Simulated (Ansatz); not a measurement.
## Cs under a change: pressure 4.5 GPa

Start from Cs in the bcc (W type) structure (space group Im-3m, No. 229; a = 6.0106 Å).

Modification: cell and atoms relaxed at a pressure of 4.5 GPa.

Method: Ansatz (a program for electronic structure), PBEsol, PAW, cutoff 420 eV, no spin-orbit coupling. k-mesh 11×11×11 (Γ-centred); smearing 0.05 eV (Fermi–Dirac).

Volume per atom: 46.46 Å³ (base 108.57 Å³)
Density: 4.75 g/cm³ (base 2.03 g/cm³)
Enthalpy H = E + PV relative to the base's energy: +1.91 eV/atom
Band gap: zero (base zero)

Load acts through the strain it causes; cell and atoms are relaxed under it. Whether these cells are dynamically stable was not tested. All final runs are without spin polarisation. Measured, Cs leaves this structure (for fcc) near 2.4 GPa (temperature not stated; as listed in Olga Degtyareva, NATO science for peace and security series. B, Physics and biophysics (2010)).
